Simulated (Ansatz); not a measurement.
Base system: SiC in the zinc blende structure (space group F-43m, No. 216; a = 4.357 Å). Axes: x, y, z lie along the cube axes.

The values are results of Ansatz (a first-principles code), PBEsol, PAW, cutoff 420 eV, spin-orbit coupling left out, not measurements.

Base values:

The valley order is X along ⟨100⟩ 1.24 eV and the valence-band top at Γ comes out as 0.00, 0.00, 0.00 eV.

The change: uniaxial strain ε_zz = −0.50 %, all other strain components held at zero, atoms relaxed at fixed cell.

Question: Estimate the effect on the hole mass, valley order and valence-band top at Γ.

Answer: The hole mass amounts to 0.37 mₑ along z, 0.59 mₑ across (at Γ); the valley order (the lowest conduction-band minima on the path, energy above the VBM, named in the base's zone) changes from X along ⟨100⟩ 1.24 eV to X along [001] 1.19 eV; X along [100] 1.23 eV; the valence-band top at Γ (three highest levels, from the VBM) goes from 0.00, 0.00, 0.00 eV to 0.00, -0.03, -0.03 eV.

The levels and masses belong to the bands next to the band gap. Masses are band curvatures over ±0.01 Å⁻¹ around the edge. Whether these cells are dynamically stable was not tested.
